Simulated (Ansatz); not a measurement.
## Tm under a change: Tm → La

Consider Tm in the hcp (Mg type) structure (space group P6_3/mmc, No. 194; a = 3.668 Å, c = 5.968 Å; ferromagnetic).

It is then changed as follows: La takes the place of Tm on all its sites; the structure is relaxed again.

Calculations: PBE (Ansatz, a quantum-chemistry and plane-wave program; PAW; 420 eV plane waves; scalar-relativistic without spin-orbit coupling), earlier PAW set. Settings: 14×14×8 k-points, 0.05 eV Fermi–Dirac smearing, for the changed cell.

```tsv
quantity	base	changed	shift
volume per atom	34.77 Å³	37.63 Å³	+2.86 Å³
density	8.07 g/cm³	6.13 g/cm³	-1.94 g/cm³
lattice parameter a	3.668 Å	3.769 Å	+0.101 Å
c/a ratio	1.627	1.623	-0.004
```

Other magnetic orders, which the real material may have, were not ruled out. Open 4f shells without U are poorly described, and the f state was not checked. No phonon test of stability was made.
